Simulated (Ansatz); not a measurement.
Defect migration in wurtzite AlN: interstitial Be, charge state +2. The step: one Be atom jumps by itself; the atom moves 3.13 Å along (1.00, 1.00, 0.00) of the unit cell; the moving atom starts with neighbours 3 N at 1.68 Å and ends with 3 N at 1.68 Å. DFT values are from Ansatz (plane-wave PAW, 420 eV unless said) in a cell of 72 host sites, spin-restricted, static, with no finite-size correction. The charge state is imposed; whether it is stable for some Fermi level was not computed. Sites that were not tried may lie lower. For the PBE band: the program found a first-order saddle point.

| Level | Forward barrier (eV) | Cost of the band or of the saddle's single point |
|---|---|---|
| CHGNet universal potential (has no charge state), its own band | 0.94 | - |
| PBE, the Γ point alone, band relaxed | 0.83 | very roughly 27 core-minutes |
| PBE, a 2×2×2 k-point mesh shifted by half a step along c, same geometries | 0.81 | about 60 core-seconds (a rough figure) |
| r2SCAN at 500 eV, the Γ point alone, same geometries | ? | about 30 core-seconds (a rough figure) |
| HSE06, Γ point alone, same geometries | 0.87 | about 2.7 core-minutes (a rough figure) |

Some entries are withheld; supply them.


- r2SCAN at 500 eV, the Γ point alone, same geometries, Forward barrier (eV): 0.89

Ansatz is a first-principles code.
